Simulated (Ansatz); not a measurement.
# Response to strain in MgSe

The parent structure is MgSe in the rock salt structure (space group Fm-3m, No. 225; a = 5.472 Å).

Strains are applied to the cell and any free atomic positions relax.

The values are results of Ansatz (an electronic-structure program), r2SCAN, PAW, cutoff 500 eV, no spin-orbit coupling, not measurements.

Notes on the quantities. energy relative to the base: free energy F.

```tsv
variant	band gap	electron mass	width of the top valence band	energy relative to the base	pressure
base	2.48 eV	0.48 mₑ along k, 0.25 mₑ across (at X)	2.47 eV	0 meV/atom	-0.01 GPa
isotropic strain −3.00 %	2.63 eV	0.50 mₑ along k, 0.25 mₑ across (at X)	2.77 eV	+38 meV/atom	7.28 GPa
isotropic strain −2.50 %	2.61 eV	0.49 mₑ along k, 0.25 mₑ across (at X)	2.71 eV	+26 meV/atom	5.86 GPa
isotropic strain −2.00 %	2.58 eV	0.49 mₑ along k, 0.25 mₑ across (at X)	2.66 eV	+16 meV/atom	4.53 GPa
isotropic strain −1.50 %	2.56 eV	0.49 mₑ along k, 0.25 mₑ across (at X)	2.61 eV	+8.9 meV/atom	3.28 GPa
isotropic strain −1.00 %	2.53 eV	0.49 mₑ along k, 0.25 mₑ across (at X)	2.57 eV	+3.9 meV/atom	2.11 GPa
isotropic strain −0.50 %	2.50 eV	0.48 mₑ along k, 0.25 mₑ across (at X)	2.52 eV	+0.9 meV/atom	1.02 GPa
```

Effective masses come from finite differences of ±0.01 Å⁻¹. Along k means along the line from Γ to the band edge. No phonon test of stability was made.
